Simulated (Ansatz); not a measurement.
Consider SiO₂ (space group P3_221, No. 154; a = 5.0221 Å, c = 5.5103 Å).

All numbers come from PBE in Ansatz (plane waves to 420 eV, PAW, no spin-orbit coupling).

For the base:

| Quantity | Result |
|---|---|
| Electron mass | 0.51 mₑ (at Γ) |

The change: an isotropic linear strain of −1.50 %, atoms relaxed at fixed cell.

Task: Estimate the effect on the electron mass and mean gap deformation potential ΔEg/Δln V.

Result: The electron mass changes from 0.51 mₑ (at Γ) to 0.50 mₑ (at Γ); the mean gap deformation potential ΔEg/Δln V comes out as -2.6 eV.

Masses are band curvatures over ±0.01 Å⁻¹ around the edge. Whether these cells are dynamically stable was not tested.

Ansatz is an electronic-structure program.
